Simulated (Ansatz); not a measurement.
**TiAl: response to strain**

The parent structure is TiAl (space group P4/mmm, No. 123; a = 2.796 Å, c = 4.038 Å; relaxed with 0.1 eV smearing). Axes: x, y, z lie along a, b, c of the conventional cell.

Strains are applied to the cell and any free atomic positions relax.

Calculations: DFT with PBEsol, PAW potentials and a 420 eV plane-wave cutoff in Ansatz (a first-principles code), scalar-relativistic without spin-orbit coupling.

Notes on the quantities. energy relative to the base: free energy F.

| uniaxial strain ε_xx (%) | energy relative to the base (meV/atom) |
|---|---|
| 0 | 0.0 |
| 0.5 | 0.2 |
| 1 | 1.0 |
| 1.5 | 2.2 |
| 2 | 3.9 |
| 2.5 | ? |
| 3 | 8.5 |

Problem. Fit ΔE = Aε² + Bε³ (ε in %) to the rows shown and predict the withheld row.

Solution. Least squares on the printed values gives A = 1.02 and B = -0.026 meV/atom (largest residual 0.1 meV/atom); this predicts 6.0 meV/atom, and the run gives 6.0 meV/atom, in agreement.

Stability against distortions was not tested. All final runs are without spin polarisation.
